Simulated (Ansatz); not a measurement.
Base system: HfC in the rock salt structure (space group Fm-3m, No. 225; a = 4.607 Å; relaxed with 0.1 eV smearing). Axes: x, y, z lie along the cube axes.

The values are results of plane-wave PAW DFT at the PBEsol level (Ansatz, a first-principles code, 420 eV), no spin-orbit coupling, not measurements.

Base values:

```
Quantity   Result
--------  -------
Pressure  0.0 GPa
```

Perturbation: the cell is stretched by 0.50 % along z with no lateral relaxation, atoms relaxed at fixed cell.

Question: What does the calculation give for the pressure and energy relative to the base after the change?

Answer: The pressure (mean of the normal stresses, compression positive) goes from zero to -1.2 GPa; the energy rises by 0.5 meV/atom.

The cells carry an imposed strain or load. No phonon test of stability was made. The final runs are not spin-polarised.
